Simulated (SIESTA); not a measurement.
Band structure of BeTe (P6_3mc, 4 atoms in the cell).

```xyz
4
Lattice="3.9966 0.0000 0.0000 -1.9983 3.4612 0.0000 0.0000 0.0000 6.5868" Properties=species:S:1:pos:R:3 pbc="T T T"
Be     1.9983     1.1537     3.2962
Be     0.0000     2.3075     0.0028
Te     1.9983     1.1537     5.7606
Te     0.0000     2.3075     2.4672
```

Level of theory: GGA PBEsol, numerical atomic orbitals TZP, PseudoDojo PBEsol standard norm-conserving potentials (rewritten from UPF to PSML) (SIESTA).

Settings: XC.functional = GGA; XC.authors = PBEsol; potentials = PseudoDojo PBEsol standard; PAO.BasisSize = TZP; PAO.EnergyShift = 0.005 Ry; MeshCutoff = 350 Ry; kgrid.MonkhorstPack = 10 10 5; OccupationFunction = FD; ElectronicTemperature = 10 K; PAO.Polarization.NonPerturbative = true; MaxSCFIterations = 150; SCF.Mixer.Method = Broyden; SCF.Mixer.Weight = 0.1; SCF.Mixer.History = 8.

The starting cell comes from a database of computed structures (which also holds hypothetical and non-ambient phases and stackings), without a prior relaxation at this level. Spin-orbit coupling is off. Values carry the incompleteness of an atom-centred basis.

### Question
Predict the gap along the standard path and the places of the band edges.

### Answer
The gap along the path is 2.35 eV, from Γ to M; the smallest direct gap on it is 2.83 eV. Another conduction valley lies within 0.1 eV, so the order of the valleys is not sure.

Levels in eV from the top of the valence band on the path, bands 17 to 21:
| point | 17 | 18 | 19 | 20 | 21 |
|---|---|---|---|---|---|
| Γ | -1.26 | -0.17 | 0.00 | 0.00 | 2.83 |
| M | -3.84 | -2.74 | -2.36 | -1.24 | 2.35 |
| K | -4.30 | -3.00 | -3.00 | -2.89 | 2.42 |
| A | -0.72 | -0.72 | -0.72 | -0.72 | 3.43 |
| L | -2.12 | -2.12 | -2.12 | -2.12 | 2.55 |
| H | -3.89 | -3.89 | -1.75 | -1.75 | 3.48 |

Higher empty bands are left out: an atom-centred basis made for the valence describes them poorly.
